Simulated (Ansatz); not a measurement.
# MgS: stress against strain

MgS (rock salt, Fm-3m, 17.607 Å³/atom at rest) under an equal strain ε in the (111) plane with the normal axis free, as in a coherent film. r2SCAN in Ansatz, a plane-wave DFT program (PAW, default set), 500 eV, 11×11×11 Γ-centred mesh, Fermi-Dirac smearing 0.05 eV; ions are relaxed within the symmetry of each cell. Stress is positive for a compressed cell.

Here s stands for strain and y for stress xx.

```csv
strain (%),stress xx (GPa)
-1.25,2.36
-0.83,1.54
-0.42,0.77
0.00,0.00
0.42,-0.74
0.83,-1.45
1.25,-2.15
2.50,?
```

Question: Using a straight line, estimate the missing y at s = 2.50 from the other rows, showing the fit.

Answer: Means: s 0, y 0.047. About the means, the sum of products is -8.7534 and the sum of squares of s is 4.8556; the slope is their ratio. Least squares gives y = 0.047 - 1.8027·s. Residuals (row less fit): 0.060, -0.003, -0.034, -0.047, -0.030, -0.001, 0.056; standard error 0.047 (degrees of freedom: 5). The slope gives the biaxial elastic modulus of this plane = 180 ± 2 GPa. At the withheld row, y = 0.047 - 1.8027 × 2.50 = -4.460 GPa. The calculation gives -4.11 GPa, 0.350 GPa above the prediction (5.4 % of the range of y in the table). The row lies outside the fitted rows, so this is an extrapolation. From the scatter of the fitted rows alone, a prediction at this place has a standard error of 0.073 GPa, so the miss is 4.8 times that.

One order more, fitted to all 13 runs of the series, follows each within 0.01, so the miss is the next term of a smooth law. Rows are the converged runs of the series near zero and its far end; series whose fitted rows scatter by over a few per cent of the range, as at a crossing or softening among them, aren't shown in this form. Most that stay on the fit to the last digits aren't either.
